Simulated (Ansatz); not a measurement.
## What x(Be) = 0.5, 4 atoms, P2_1/m does to Fe

Base system: Fe in the bcc (W type) structure (space group Im-3m, No. 229; a = 2.787 Å; ferromagnetic).

The other end (x = 1) is Be in the bcc (W type) structure (space group Im-3m, No. 229; a model cell, its experimental status unchecked): 7.74 Å³/atom, gap zero; this end may not be an ambient phase.

The change: Be replaces 50.0 % of the Fe, ordered in a cell of 4 atoms (starting symmetry P2_1/m) and fully relaxed.

All numbers come from PBEsol/PAW in Ansatz (a first-principles code), without spin-orbit coupling. Γ-centred 16×10×9 mesh, Fermi–Dirac width 0.05 eV, for the changed cell.

```yaml
shortest_interatomic_distance: 2.198 Å (base 2.414 Å)
band_gap: zero (base zero)
magnetic_state: ferromagnetic (base ferromagnetic)
mixing_energy: "-0.21 eV/atom (to 0.01 eV only: unlike meshes or grids) (against an end that may be hypothetical)"
```

Cost of the whole job for the changed cell (relaxation, final SCF and bands): very roughly 15 core-minutes.

Other magnetic orders, which the real material may have, were not ruled out. These are small ordered cells, not random alloys; other orderings at the same x differ. No phonon test of stability was made. The base started in Fmmm and relaxed to Im-3m at this level. This is not the structure that Be has at room temperature and ambient pressure.
